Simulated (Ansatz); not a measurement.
Start from GaAs in the zinc blende structure (space group F-43m, No. 216; a = 5.659 Å).

Computed with PBEsol (Ansatz, a first-principles code, PAW, spin-orbit coupling left out).

One change was made to it. Results:

The lattice parameter a goes up by 1.271 bohr, from 10.695 bohr to 11.966 bohr; the band gap goes from 0.42 eV to zero.

Question: Which of these changes matches the shifts?
A. As → Hg
B. As → Se
C. As → Bi
D. Ga → In

Answer: C, As → Bi. For comparison, the lattice parameter a in the other runs: Ga → In gives 11.503 bohr; As → Se gives 11.469 bohr; As → Hg gives 11.471 bohr.

Spin-orbit coupling, missing from the scalar runs, can matter with Bi. Stability against distortions was not tested. As relaxed here, GaSe and GaHg are hypothetical phases, not in the database extracts checked. For GaBi in this form, whether it has been made was not checked. The final runs are not spin-polarised. An odd electron count without spin: GaSe and GaHg. A zero or small gap of InAs can be the functional's error rather than a property of the material.
